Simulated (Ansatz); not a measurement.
# What uniaxial stress, 3 GPa compression along z does to LiTaO3

The parent structure is LiTaO3 (space group R3c, No. 161).

```yaml
crystal:
  lattice:
    - [2.59549, 1.49851, 4.63811]
    - [-2.59549, 1.49851, 4.63811]
    - [0.00000, -2.99701, 4.63811]
  atoms:
    - { symbol: Li, position: [0.70591, 0.70591, 0.70591] }
    - { symbol: Li, position: [0.20591, 0.20591, 0.20591] }
    - { symbol: Ta, position: [0.98792, 0.98792, 0.98792] }
    - { symbol: Ta, position: [0.48792, 0.48792, 0.48792] }
    - { symbol: O, position: [0.62570, 0.86899, 0.26119] }
    - { symbol: O, position: [0.86899, 0.26119, 0.62570] }
    - { symbol: O, position: [0.26119, 0.62570, 0.86899] }
    - { symbol: O, position: [0.76119, 0.36899, 0.12570] }
    - { symbol: O, position: [0.36899, 0.12570, 0.76119] }
    - { symbol: O, position: [0.12570, 0.76119, 0.36899] }
```

Cartesian axes are those of the cell as printed.

Now apply this change: uniaxial stress, 3 GPa compression along z; all other stress components relax to zero.

Level of theory: PBE in Ansatz (plane waves to 420 eV, PAW, no spin-orbit coupling), earlier PAW set. Settings: 8×8×8 k-points, 0.05 eV Fermi–Dirac smearing.

```json
[
 {"quantity": "space group", "base": "R3c (No. 161)", "changed": "R3c (No. 161)", "shift": "–"},
 {"quantity": "shortest interatomic distance", "base": "1.924 Å", "changed": "1.926 Å", "shift": "+0.002 Å"},
 {"quantity": "energy relative to the base (free energy F)", "base": "0 meV/atom", "changed": "+1.4 meV/atom", "shift": "+1.4 meV/atom"},
 {"quantity": "band gap (an upper bound: an edge found on the path is not a true extremum; both cells)", "base": "3.80 eV", "changed": "3.82 eV", "shift": "+0.02 eV"},
 {"quantity": "strain response (xx, yy, zz)", "base": "–", "changed": "(+0.39, +0.39, −1.38) %", "shift": "–"},
 {"quantity": "secant Young's modulus along z", "base": "–", "changed": "220 GPa", "shift": "–"},
 {"quantity": "mean lateral Poisson ratio", "base": "–", "changed": "0.28", "shift": "–"}
]
```

Spin-orbit coupling, missing from the scalar runs, can matter with Ta. Stability under load was not tested beyond the relaxation.

Ansatz is an electronic-structure program.
